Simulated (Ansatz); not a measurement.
Here is the system:

```yaml
crystal:
  lattice:
    - [3.87478, 0.00000, 0.00000]
    - [0.00000, 3.87478, 0.00000]
    - [0.00000, 0.00000, 4.17885]
  atoms:
    - { symbol: Ti, position: [0.50000, 0.50000, 0.45716] }
    - { symbol: Ba, position: [0.00000, 0.00000, 0.93952] }
    - { symbol: O, position: [0.50000, 0.50000, 0.89260] }
    - { symbol: O, position: [0.50000, 0.00000, 0.40836] }
    - { symbol: O, position: [0.00000, 0.50000, 0.40836] }
```

No spin polarisation.

All numbers come from PBEsol in Ansatz (plane waves to 420 eV, PAW, no SOC), earlier PAW set. Settings: 8×8×8 k-points, 0.05 eV Fermi–Dirac smearing.

Task: What is the computed space group?

Result: P4mm (No. 99).

Task: What mean in-plane stress (compression positive) does the calculation give?

Result: +6.1 GPa.

Task: What is the computed band gap?

Result: 1.90 eV.

The cells carry an imposed strain or load. Whether these cells are dynamically stable was not tested. The final runs are not spin-polarised. The cell was made from BaTiO$_{3}$ (space group P4mm, No. 99) by this change: biaxial strain −2.04 %, plane normal [001], relaxed out of plane.

Ansatz is a first-principles code.
